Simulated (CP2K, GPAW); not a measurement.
A CP2K input for a self-consistent single point of Os (P6_3/mmc, 4 atoms in the cell) (DFT PBE, GPW, DZVP-MOLOPT-PBE-GTH basis, GTH-PBE potentials (POTENTIAL_UZH)):

```
&GLOBAL
  PROJECT bulk
  RUN_TYPE ENERGY_FORCE
  PRINT_LEVEL LOW
&END GLOBAL
&FORCE_EVAL
  METHOD Quickstep
  STRESS_TENSOR ANALYTICAL
  &DFT
    BASIS_SET_FILE_NAME BASIS_MOLOPT_UZH
    POTENTIAL_FILE_NAME POTENTIAL_UZH
    &QS
      METHOD GPW
      EPS_DEFAULT 1E-10
    &END QS
    &MGRID
      CUTOFF 500
      REL_CUTOFF 50
      NGRIDS 5
    &END MGRID
    &SCF
      SCF_GUESS ATOMIC
      EPS_SCF 1E-6
      MAX_SCF 100
      ADDED_MOS 11
      &DIAGONALIZATION
        ALGORITHM STANDARD
      &END DIAGONALIZATION
      &MIXING
        METHOD BROYDEN_MIXING
        ALPHA 0.3
        NBUFFER 12
        BETA 1.5
      &END MIXING
      &SMEAR ON
        METHOD GAUSSIAN
        SIGMA [eV] 0.1
      &END SMEAR
    &END SCF
    &KPOINTS
      SCHEME MONKHORST-PACK 9 9 3
    &END KPOINTS
    &XC
      &XC_FUNCTIONAL PBE
      &END XC_FUNCTIONAL
    &END XC
    &PRINT
      &MO
        EIGENVALUES T
        OCCUPATION_NUMBERS T
        NDIGITS 8
        FILENAME mo
        &EACH
          QS_SCF 0
        &END EACH
        ADD_LAST NUMERIC
      &END MO
      &MULLIKEN OFF
      &END MULLIKEN
    &END PRINT
  &END DFT
  &SUBSYS
    &CELL
      A 2.75459000 0.00000000 0.00000000
      B -1.37729500 2.38554500 0.00000000
      C 0.00000000 0.00000000 8.86291100
      PERIODIC XYZ
    &END CELL
    &COORD
      SCALED
      Os       0.00000000     0.00000000     0.00000000
      Os       0.00000000     0.00000000     0.50000000
      Os       0.33333300     0.66666700     0.25000000
      Os       0.66666700     0.33333300     0.75000000
    &END COORD
    &KIND Os
      BASIS_SET DZVP-MOLOPT-PBE-GTH-q16
      POTENTIAL GTH-PBE-q16
    &END KIND
  &END SUBSYS
  &PRINT
    &FORCES ON
    &END FORCES
    &STRESS_TENSOR ON
    &END STRESS_TENSOR
  &END PRINT
&END FORCE_EVAL
```

Problem. Translate this input to GPAW.

Solution. One input that does it (others would too):

```python
from ase import Atoms
from ase.units import GPa
from gpaw import GPAW, PW

atoms = Atoms(['Os', 'Os', 'Os', 'Os'],
              cell=[[2.754590, 0.000000, 0.000000],
                    [-1.377295, 2.385545, 0.000000],
                    [0.000000, 0.000000, 8.862911]],
              positions=[[0.000000, 0.000000, 0.000000],
                         [0.000000, 0.000000, 4.431456],
                         [-0.000001, 1.590364, 2.215728],
                         [1.377296, 0.795181, 6.647183]],
              pbc=True)

calc = GPAW(mode=PW(550),
            xc='PBE',
            kpts=(9, 9, 3),
            occupations={'name': 'methfessel-paxton', 'width': 0.1, 'order': 0},
            nbands=-8,
            convergence={'density': 1e-05, 'energy': 1e-05},
            symmetry={'symmorphic': False, 'tolerance': 0.0005},
            maxiter=120,
            txt='-')

atoms.calc = calc

energy = atoms.get_potential_energy()
print('Energy (eV):', round(energy, 6))
forces = atoms.get_forces()
print('Forces (eV/Ang):')
print(forces.round(5))
stress = atoms.get_stress()
print('Stress (GPa, Voigt):', (stress / GPa).round(4))
```

Basis, cutoffs, solver keys and any potentials are the target program's own. This input uses DFT PBE, plane waves, GPAW PAW datasets PBE (gpaw-data 1.0.1). Both were run: pressure -7.71 GPa in CP2K and -8.16 in GPAW.

On CP2K: the starting cell was generated: these elements placed on a structure prototype, without a prior relaxation; it need not be a known phase or ordering of this composition. Its lattice was rescaled by a random factor within 2.5 % of one. Spin polarisation is off. Values carry the incompleteness of an atom-centred basis. With a pressure of about -8 GPa the cell is away from its equilibrium volume at this level.

On GPAW: the starting cell was generated: these elements placed on a structure prototype, without a prior relaxation; it need not be a known phase or ordering of this composition. Its lattice was rescaled by a random factor within 2.5 % of one. Spin polarisation is off. With a pressure of about -8 GPa the cell is away from its equilibrium volume at this level.
